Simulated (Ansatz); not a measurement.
Take PbSe in the rock salt structure (space group Fm-3m, No. 225; a = 6.178 Å) as the base. Axes: x, y, z lie along the cube axes.

Computed with r2SCAN/PAW in Ansatz (a quantum-chemistry and plane-wave program), spin-orbit coupling left out.

Now apply this change: the cell is compressed by 2.50 % along z with no lateral relaxation, atoms relaxed at fixed cell.

Problem. Predict the stress tensor and what it implies for the stiffness.

Solution. Stress of the strained cell less that of the base (GPa, compression positive):
```
   0.33    0.00    0.00
   0.00    0.33    0.00
   0.00    0.00    3.76
```

Then −Δσ_ii/ε with ε = -0.0250 gives secant stiffness values (nonlinear terms included at this strain): C33 ≈ 150 GPa, C13 ≈ 13 GPa and C23 ≈ 13 GPa.

As a check, the harmonic strain energy −½ V₀ Δσ:ε is 8.7 meV/atom; the computed energy rise is 8.2 meV/atom.

No phonon test of stability was made.
